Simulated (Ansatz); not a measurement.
Consider CaZrF6 (space group Fm-3m, No. 225; a cell from a computed database, its experimental status unchecked).

```xyz
8
Lattice="0.0000 4.2554 4.2554 4.2554 0.0000 4.2554 4.2554 4.2554 0.0000" Properties=species:S:1:pos:R:3 pbc="T T T"
Ca     4.2554     4.2554     4.2554
Zr     0.0000     0.0000     0.0000
F      2.0098     4.2554     4.2554
F      6.5011     4.2554     4.2554
F      4.2554     2.0098     4.2554
F      4.2554     6.5011     4.2554
F      4.2554     4.2554     2.0098
F      4.2554     4.2554     6.5011
```

Cartesian axes are those of the cell as printed.

All numbers come from PBEsol (Ansatz, a first-principles code; PAW; 420 eV plane waves; no spin-orbit coupling).

The change: uniaxial strain ε_yy = −0.66 %, all other strain components held at zero, atoms relaxed at fixed cell.

Q: Predict the stress tensor and what it implies for the stiffness.

A: Stress of the strained cell less that of the base (GPa, compression positive):
```
   0.07    0.00    0.00
   0.00    1.08    0.00
   0.00    0.00    0.07
```

Then −Δσ_ii/ε with ε = -0.0066 gives relaxed-ion elastic constants: C22 ≈ 164 GPa.

Whether these cells are dynamically stable was not tested.
